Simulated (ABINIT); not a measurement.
**How a calculation on SiNi3 (Pm-3m, 4 atoms in the cell) responds to its settings**

```
SiNi3
1.0
    3.54652     0.00000     0.00000
    0.00000     3.54652     0.00000
    0.00000     0.00000     3.54652
Si Ni
1 3
Direct
  0.00000   0.00000   0.00000
  0.00000   0.50000   0.50000
  0.50000   0.00000   0.50000
  0.50000   0.50000   0.00000
```

Base run A: PBE, norm-conserving pseudopotentials (PseudoDojo nc-sr-05 PBE standard) (ABINIT), self-consistent single point.

Its settings: pseudos = [Si.upf, Ni.upf]; ecut = 98 Ry; occopt = 7; tsmear = 0.05 eV; ngkpt = 7 7 7; nshiftk = 1; shiftk = 0 0 0; potentials = PseudoDojo nc-sr-05 PBE standard; nband = 37; kptopt = 1; nstep = 80; tolvrs = 1e-12.

The starting cell comes from a database of computed structures (which also holds hypothetical and non-ambient phases and stackings), without a prior relaxation at this level. Its lattice was rescaled by a random factor within 2.5 % of one. Spin polarisation is off. In the base run, with a pressure of about -7 GPa the cell is away from its equilibrium volume at this level.

ΔF is the free energy per atom less that of run A. 

Run A gave: pressure (GPa) -6.75; iterations 20.

Runs:
- B: diemac = 1
- C: diemac = 2
- D: diemac = 5
- E: diemac = 12
- F: diemac = 30
- G: diemac = 100

**Question.** Which runs reach the base run's state, and which is quickest in iterations?

**Answer.** Runs B, C, D, E, F, G reached the same state as A (within 1 meV/atom). The fewest iterations to that state were 17 (C, D); the most were 21.

```tsv
run	ΔF (meV/atom)	pressure (GPa)	iterations
A	0.00	-6.75	20
B	0.00	-6.75	18
C	0.00	-6.75	17
D	0.00	-6.75	17
E	0.00	-6.75	19
F	0.00	-6.75	21
G	0.00	-6.75	20
```
